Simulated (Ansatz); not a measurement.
Pt on the 1x1 (111) surface of fcc Ag, one in a 2x2 cell, energies for each (29.8 Å²). Energies are against an atom of fcc Pt, without zero-point or thermal terms; each row is named by its start. No converged result for: 1 more start.

Calculation: PBE (plane waves to 420 eV, PAW; Ansatz, a first-principles code).

Model: 17-atom slab, 7.1 Å thick at the start under the adsorbate (thin: gaps and levels are the slab's own), 6x6x1 mesh, Fermi-Dirac 0.1 eV, dipole correction, 8 atoms held, the rest relaxed; each run with such symmetry as its start has; spin-polarised, no spin-orbit, no U, no dispersion correction.

A negative adsorption energy means that the adsorbate is more stable on the surface than in its reference. Heights count from the host atoms within 0.3 Å of the top one.

| starting site | E_ads (eV) | height (Å) | nearest host atom (Å) | bonded to | Δ work function (eV) | lateral drift (Å) | moment (μB) |
|---|---|---|---|---|---|---|---|
| top Ag (the adsorbate rearranged the host) | 2.71 | 0.83 | Ag 2.52 | 7 Ag | 0.51 | 0.0 | 0.0 |
| hollow Ag-Ag-Ag over Ag at depth 2.4 Å | 1.95 | 1.94 | Ag 2.63 | 3 Ag | 0.38 | 0.0 | 0.0 |
| bridge Ag-Ag (span 2.9 Å) | 1.96 | 1.67 | Ag 2.59 | 4 Ag | 0.36 | 0.0 | 0.0 |
